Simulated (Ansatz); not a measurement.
The reference is HfO₂ (space group P4_2/nmc, No. 137; a = 3.604 Å, c = 5.264 Å).

The values are results of PBE (Ansatz, an electronic-structure program; PAW; 420 eV plane waves; scalar-relativistic without spin-orbit coupling), not measurements.

Base values:

The c/a ratio is 1.461. The volume per atom is 11.40 Å³. The band gap is 4.67 eV. The gap character is indirect, Z → Γ and the smallest direct gap comes out as 4.73 eV.

One thing is altered: a hydrostatic pressure of 10 GPa.

Problem. Estimate the effect on the c/a ratio.

Solution. The c/a ratio falls by 0.0185 (1.461 → 1.442).

Problem. What does the calculation give for the volume per atom after the change?

Solution. The volume per atom decreases by 0.57 Å³ (11.40 Å³ → 10.83 Å³).

Problem. What happens to the band gap?

Solution. The band gap shrinks by 0.05 eV to 4.62 eV.

Problem. What happens to the gap character?

Solution. The gap character changes from indirect, Z → Γ to indirect, A → Γ.

Problem. What happens to the smallest direct gap?

Solution. The smallest direct gap goes up by 0.02 eV to 4.75 eV.

With Hf present, leaving out spin-orbit coupling can change the band edges. Load acts through the strain it causes; cell and atoms are relaxed under it. No phonon test of stability was made. Competing high-pressure phases were not computed. This is not the structure that HfO2 has at room temperature and ambient pressure.
